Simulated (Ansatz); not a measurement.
# TaSi2 under a change: Ta vacancy, symmetric start

The reference is a 9-atom supercell of TaSi$_{2}$ (space group P6_222, No. 180; a = 4.7588 Å, c = 6.5606 Å) at its relaxed geometry.

Modification: one Ta atom is removed, atoms relaxed at fixed cell.

Method: PBEsol (Ansatz, a program for electronic structure, PAW, no spin-orbit coupling). Γ-centred 10×10×10 mesh, Fermi–Dirac width 0.05 eV.

| quantity | base | changed | shift |
|---|---|---|---|
| pressure | 0.0 GPa | -5.1 GPa | -5.1 GPa |
| energy gained by relaxation | – | 0.23 eV | – |
| largest displacement of a host atom from its site in the perfect cell | – | 0.38 Å | – |

Final structure:

```
CELL_PARAMETERS angstrom
      4.75877     0.00000     0.00000
     -2.37939     4.12122     0.00000
     -2.37939    -4.12122     6.56064
ATOMIC_POSITIONS crystal
  Ta 0.84531 0.84531 0.34531
  Ta 0.65469 0.15469 0.65469
  Si 0.20601 0.41201 0.00000
  Si 0.13656 0.47052 0.31452
  Si 0.35152 0.52948 0.68548
  Si 0.79399 0.58799 0.00000
  Si 0.49247 0.15852 0.31452
  Si 0.01944 0.84148 0.68548
```

In so small a cell the defect repeats every few ångströms: this is an ordered compound, not a dilute defect. The defect started on the symmetric site and kept its symmetry, so it may sit on a saddle. The final runs are not spin-polarised. An odd electron count without spin: TaSi2. The defect cell is not spin-polarised.
